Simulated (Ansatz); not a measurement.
Consider BeTe in the zinc blende structure (space group F-43m, No. 216; a = 5.657 Å). Axes: x, y, z lie along the cube axes.

The values are results of r2SCAN (Ansatz, a quantum-chemistry and plane-wave program; PAW; 500 eV plane waves; no spin-orbit coupling), not measurements.

Strains are applied to the cell and any free atomic positions relax; under biaxial strain the out-of-plane vector relaxes too.

One change was made to it. Results:

The valley order (the lowest conduction-band minima on the path, energy above the VBM, named in the base's zone) changes from X along ⟨100⟩ 2.37 eV; L along ⟨111⟩ 3.51 eV to X along [010] 2.32 eV; X along [001] 2.39 eV; L along [111] 3.51 eV; the electron mass becomes 2.0 mₑ along k, 0.25 mₑ across (at X) (base: 2.1 mₑ along k, 0.25 mₑ across (at X)); the energy goes up by 0.4 meV/atom; the smallest direct gap falls by 0.03 eV to 4.01 eV.

**Question.** Name the change that was made.
A) biaxial strain −1.00 %, plane normal [001], relaxed out of plane
B) biaxial strain −2.50 %, plane normal [001], relaxed out of plane
C) biaxial strain −0.50 %, plane normal [001], relaxed out of plane
D) biaxial strain −1.50 %, plane normal [001], relaxed out of plane
E) biaxial strain −2.00 %, plane normal [001], relaxed out of plane

**Answer.** C, biaxial strain −0.50 %, plane normal [001], relaxed out of plane. For comparison, the valley order in the other runs: biaxial strain −2.00 %, plane normal [001], relaxed out of plane gives X along [010] 2.16 eV; X along [001] 2.42 eV; L along [111] 3.46 eV; biaxial strain −1.50 %, plane normal [001], relaxed out of plane gives X along [010] 2.22 eV; X along [001] 2.41 eV; L along [111] 3.48 eV; biaxial strain −1.00 %, plane normal [001], relaxed out of plane gives X along [010] 2.27 eV; X along [001] 2.40 eV; L along [111] 3.50 eV; biaxial strain −2.50 %, plane normal [001], relaxed out of plane gives X along [010] 2.10 eV; X along [001] 2.43 eV; L along [111] 3.43 eV.

With Te present, leaving out spin-orbit coupling can change the band edges. Effective masses come from finite differences of ±0.01 Å⁻¹. Along k means along the line from Γ to the band edge. No phonon test of stability was made.
